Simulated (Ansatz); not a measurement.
Take HgTe in the zinc blende structure (space group F-43m, No. 216; a = 6.5728 Å) as the base. Axes: x, y, z lie along the cube axes.

All numbers come from Ansatz (a quantum-chemistry and plane-wave program), r2SCAN, PAW, cutoff 500 eV, without spin-orbit coupling.

Strains are applied to the cell and any free atomic positions relax; under biaxial strain the out-of-plane vector relaxes too.

One change was made to it. Results:

```csv
quantity,base,after
energy relative to the base (free energy F),0 meV/atom,+0.8 meV/atom
"pressure (mean of the normal stresses, compression positive)",0.0 GPa,-0.2 GPa
shortest interatomic distance,2.846 Å,2.852 Å
```

**Question.** Name the change that was made.
(A) biaxial strain +1.00 %, plane normal [001], relaxed out of plane
(B) biaxial strain +3.00 %, plane normal [001], relaxed out of plane
(C) biaxial strain +2.50 %, plane normal [001], relaxed out of plane

**Answer.** A, biaxial strain +1.00 %, plane normal [001], relaxed out of plane. For comparison, the energy relative to the base in the other runs: biaxial strain +3.00 %, plane normal [001], relaxed out of plane gives +6.9 meV/atom; biaxial strain +2.50 %, plane normal [001], relaxed out of plane gives +4.8 meV/atom.

Whether these cells are dynamically stable was not tested. All final runs are without spin polarisation.
